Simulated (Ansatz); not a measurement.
Results of LDA (Ansatz, a quantum-chemistry and plane-wave program, PAW) for fluorite PbF₂ (high-temperature phase).

Numerical settings: plane-wave cutoff 520 eV, 8×8×8 k mesh, scalar-relativistic PAW data made under PBE.

Computed at the level's own relaxed cell.

Hill averages of the elastic tensor: K = 87.9 GPa, G = 25.3 GPa. Volume 16.358 Å³/atom, mean atomic mass 81.732 u.

Task: Work out the density, the sound velocities of a polycrystal and the elastic Debye temperature at this level.

Result: ρ = 1.66054 × 81.732/16.358 = 8.297 g/cm³. v_l = √[(K + 4G/3)/ρ] = 3.829 km/s and v_t = √(G/ρ) = 1.746 km/s. The mean follows from 3/v_m³ = 1/v_l³ + 2/v_t³: v_m = 1.968 km/s. Θ_D = (ħ/k_B) v_m (6π²/V)^(1/3) = 76.38 K Å s/km × 1.968 × 1.5355 Å⁻¹ = 231 K, counting all atoms of the cell.
